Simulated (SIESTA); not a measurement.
Input and output of a relaxation of cell and atoms for ScZnPd (Cmcm, 6 atoms in the cell) (SIESTA).

Method: GGA PBEsol, numerical atomic orbitals DZP, PseudoDojo PBEsol standard norm-conserving potentials (rewritten from UPF to PSML) (SIESTA).

```xyz
6
Lattice="2.1465 -4.5589 0.0000 2.1465 4.5589 0.0000 0.0000 0.0000 5.2514" Properties=species:S:1:pos:R:3 pbc="T T T"
Sc     2.1465    -1.8858     3.9385
Sc     2.1465     1.8858     1.3128
Zn     0.0000     0.0000     0.0000
Zn     0.0000     0.0000     2.6257
Pd     2.1465     0.8795     3.9385
Pd     2.1465    -0.8795     1.3128
```

Reference input (self-consistent single point, DFT, GGA PBEsol, numerical atomic orbitals DZP, PseudoDojo PBEsol standard norm-conserving potentials (rewritten from UPF to PSML)): XC.functional = GGA; XC.authors = PBEsol; potentials = PseudoDojo PBEsol standard; PAO.BasisSize = DZP; PAO.EnergyShift = 0.01 Ry; MeshCutoff = 350 Ry; kgrid.MonkhorstPack = 5 5 4; OccupationFunction = MP; OccupationMPOrder = 0; ElectronicTemperature = 580.23 K; MaxSCFIterations = 150; SCF.Mixer.Method = Broyden. This run's input differs from it in these lines:

```diff
@@ -47,2 +47,7 @@
 Diag.ParallelOverK           true
+MD.TypeOfRun                 FIRE
+MD.Steps                     40
+MD.MaxForceTol               0.02 eV/Ang
+MD.VariableCell              true
+MD.MaxStressTol              0.05 GPa
 WriteForces                  true
```

The program printed (abridged):

```
        iscf     Eharris(eV)        E_KS(eV)     FreeEng(eV)     dDmax    Ef(eV) dHmax(eV)
   scf:    1   -19542.374121   -20748.547595   -20748.560429  1.793792 -1.290557119.950332
   scf:    2   -21139.305006   -21303.379157   -21303.382335  2.153986 -2.735674 28.166277
   scf:    3   -21340.673028   -21323.575664   -21323.579679  0.849970 -2.881874 17.351032
   scf:    4   -21334.679521   -21335.355467   -21335.358986  1.231299 -3.709268  2.772663
   scf:    5   -21336.799518   -21336.318738   -21336.322535  0.104324 -3.600725  1.093714
   [... 8 lines left out ...]
   scf:   14   -21336.459667   -21336.459667   -21336.464114  0.000025 -3.658396  0.000254
   scf:   15   -21336.459667   -21336.459667   -21336.464114  0.000023 -3.658417  0.000203
   scf:   16   -21336.459667   -21336.459667   -21336.464114  0.000013 -3.658431  0.000155
   scf:   17   -21336.459667   -21336.459667   -21336.464114  0.000007 -3.658445  0.000109
SCF Convergence by DM+H criterion
max |DM_out - DM_in|         :     0.0000074196
max |H_out - H_in|      (eV) :     0.0001087986
SCF cycle converged after 17 iterations

Using DM_out to compute the final energy and forces

siesta: E_KS(eV) =           -21336.4597

siesta: E_KS - E_eggbox =    -21336.4597

siesta: Atomic forces (eV/Ang):
     1   -0.000000   -0.047457   -0.000000
     2   -0.000000    0.047457   -0.000000
     3    0.000000   -0.000000    0.000000
     4    0.000000   -0.000000    0.000000
     5    0.000000    0.060096    0.000000
     6    0.000000   -0.060096   -0.000000
   Tot    0.000000    0.000000    0.000000
   Max    0.060096
   Res    0.025525    sqrt( Sum f_i^2 / 3N )
   Max    0.060096    constrained

   [... lines left out ...]
siesta: Pressure (static):        -63.54807923  kBar
siesta: Pressure (total):        -63.54807923  kBar
No target stress found, assuming hydrostatic MD.TargetPressure.
Target stress (kBar)
outcell: Cell volume (Ang**3)        :     97.6373
        iscf     Eharris(eV)        E_KS(eV)     FreeEng(eV)     dDmax    Ef(eV) dHmax(eV)
siesta: Pressure (static):         -0.44332993  kBar
siesta: Pressure (total):         -0.44332993  kBar
outcell: Cell volume (Ang**3)        :     97.6373
siesta: FreeEng =    -21336.579450
   [... lines left out ...]
siesta:     0.000268   -0.000000   -0.000000
siesta:    -0.000000    0.000309   -0.000000
siesta:    -0.000000   -0.000000    0.000253

siesta: Cell volume =         97.637331 Ang**3

siesta: Pressure (static):
siesta:                Solid            Molecule  Units
siesta:          -0.00000301         -0.00000297  Ry/Bohr**3
siesta:          -0.00027670         -0.00027290  eV/Ang**3
siesta:          -0.44332993         -0.43723638  kBar
```

The run converged. 

Summary of the result:
- Free energy E − TS: -21336.5795 eV
- Fermi level (on the code's own zero): -3.70 eV
- Pressure: -0.04 GPa
- Final cell: a = 4.9507 Å, b = 4.9507 Å, c = 5.1522 Å, α = 90.00°, β = 90.00°, γ = 129.36°
- Final volume per atom: 16.27 Å³
- Relaxation steps: 41

The starting cell comes from a database of computed structures (which also holds hypothetical and non-ambient phases and stackings), without a prior relaxation at this level. Spin polarisation is off. Values carry the incompleteness of an atom-centred basis.

Cost on one core of a shared machine: roughly 10 min.
